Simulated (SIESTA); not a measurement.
A working SIESTA input for AlAg (P1, 4 atoms in the cell) (DFT, GGA PBEsol, numerical atomic orbitals TZP, PseudoDojo PBEsol standard norm-conserving potentials (rewritten from UPF to PSML)):

```
# files in the folder: Al.psml Ag.psml (PseudoDojo PBEsol standard)
SystemName  AlAg
SystemLabel alag

NumberOfAtoms                4
NumberOfSpecies              2
%block ChemicalSpeciesLabel
  1 13 Al
  2 47 Ag
%endblock ChemicalSpeciesLabel
LatticeConstant              1.0 Ang
%block LatticeVectors
     0.000000000    3.140962000    3.140962000
     3.140962000    0.000000000    3.140962000
     3.140962000    3.140962000    0.000000000
%endblock LatticeVectors
AtomicCoordinatesFormat      ScaledCartesian
%block AtomicCoordinatesAndAtomicSpecies
     4.735169827    4.690062472    4.684955267  1
     3.121660789    3.128963525    3.145148902  1
    -0.015572890    0.000816650    0.003417367  2
     1.581628274    1.603040212    1.589367605  2
%endblock AtomicCoordinatesAndAtomicSpecies

XC.functional                GGA
XC.authors                   PBEsol
PAO.BasisSize                TZP
PAO.EnergyShift              0.01 Ry
MeshCutoff                   400 Ry
%block kgrid.MonkhorstPack
    7   0   0  0.0
    0   7   0  0.0
    0   0   7  0.0
%endblock kgrid.MonkhorstPack
OccupationFunction           MP
OccupationMPOrder            0
ElectronicTemperature        200.0 meV

MaxSCFIterations             150
SCF.Mixer.Method             Pulay
SCF.Mixer.Weight             0.1
SCF.Mixer.History            8
SCF.DM.Tolerance             1.0E-04
Diag.ParallelOverK           true
WriteForces                  true
Charge.Mulliken              end
```

The run converged in 13 iterations: free energy E − TS -8553.7560 eV; Fermi level (on the code's own zero) -2.58 eV; pressure 8.55 GPa; largest force (vector length) 0.275 eV/Å. Each of these slips is then made, one at a time:

(1)
```diff
-MeshCutoff                   400 Ry
+MeshCutoff                   400 eV
```

(2)
```diff
-SystemName  AlAg
+SystemName  Al3Ag2
-NumberOfAtoms                4
+NumberOfAtoms                5
+     4.737352796    4.659054895    4.645790612  1
```

**Question.** How does each altered input end?

**Answer.** 
(1) An energy in the wrong unit. The run converged in 14 iterations without an error; against the sound input the free energy goes down by 19.3 eV/atom, the pressure goes from 8.55 to 655.0 GPa and the largest force goes from 0.275 to 198.2 eV/Å.

(2) One atom entered twice. The run converged in 17 iterations without an error; against the sound input the pressure goes from 8.55 to 2231 GPa and the largest force goes from 0.275 to 51810 eV/Å. The full log also holds: “siesta: WARNING: Atoms     1     5 too close: rij =    0.050001 Ang” and “siesta: WARNING: Atoms     6    10 too close: rij =    0.050001 Ang”.

The starting cell was generated: these elements placed on a structure prototype, without a prior relaxation; it need not be a known phase or ordering of this composition. Its atoms were displaced at random from the sites of space group no. 227. Values carry the incompleteness of an atom-centred basis. In the base run, with a pressure of about 9 GPa the cell is away from its equilibrium volume at this level.

Left out of this page: 3 runs of the series outside the window shown, repeating another row's setting, or not comparable.
